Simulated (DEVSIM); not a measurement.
Structure: Co/Al2O3/n-Si capacitor, at 300 K.

```tsv
layer (left to right)	material	thickness (nm)	Nd (cm⁻³)
1	Al2O3	25.0	-
2	Si	6000	9.1e15
```

Metal gate on the left, work function 5 eV. Fixed charge at the semiconductor interface 0 cm⁻² (in units of +e); no interface traps.

Constants are typed, rounded textbook-type inputs, not results; the design itself was drawn at random and stands for no fabricated device. Values at 300 K; Nc and Nv go as T^1.5, mobilities as T to minus their exponent, the gap by Varshni's rule with the affinity fixed.

```csv
parameter,Al2O3,Si
gap (eV),6.8,1.124
affinity (eV),1.35,4.05
permittivity,9,11.7
Nc (cm⁻³),-,2.86e19
Nv (cm⁻³),-,3.1e19
Varshni α (eV/K),-,0.000473
Varshni β (K),-,636
```

Simulated with DEVSIM: 1D Poisson equation in equilibrium, Boltzmann statistics, complete ionisation; no quantum confinement or tunnelling. Metal contacts follow the ideal Schottky-Mott rule: no Fermi-level pinning, no interface dipoles.

The temperature was swept, all else fixed.

```
temperature (K)  flat-band voltage (V)  threshold voltage (band bending 2φF) (V)  minimum of the low-frequency capacitance (μF/cm²)
---------------  ---------------------  ----------------------------------------  -------------------------------------------------
250                               0.78                                     -0.17                                             0.0309
300                               0.74                                     -0.11                                             0.0330
350                               0.70                                     -0.04                                             0.0367
400                               0.66                                      0.03                                             0.0424
450                               0.61                                      0.10                                             0.0484
500                               0.57                                      0.17                                             0.0602
```

From the first row to the last the flat-band voltage goes from 0.78 to 0.57. From the first row to the last the threshold voltage (band bending 2φF) goes from -0.17 to 0.17.
